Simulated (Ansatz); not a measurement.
## Band gap of PtCl₂ (within 0.1 Å of Immm, No. 71, 6 atoms in the cell; start mp-1219748; another space group than a measured phase of this formula) at several levels of theory

No measured value is used here.

| level (code) | value (eV) |
|---|---|
| LDA (Ansatz) | 0.48 |
| PBEsol+SOC (Ansatz) | 0.59 (indirect) |
| HSE06+SOC (Ansatz) | 2.24 (indirect) |
| PBE0 (Ansatz) | 3.00 |

Computed values are for a static lattice. Spin–orbit coupling is included only where a level's name says +SOC; with heavier elements it mostly lowers gaps and can invert bands.  Values are at the PBE-D3(BJ) cell. Cutoffs and k meshes differ between the levels. Ansatz's density-functional and Hartree–Fock values are scalar-relativistic unless marked +SOC, with PAW data made under PBE.

A start named mp-… is a Materials Project structure, which need not be a measured phase.

Ansatz is a first-principles code.
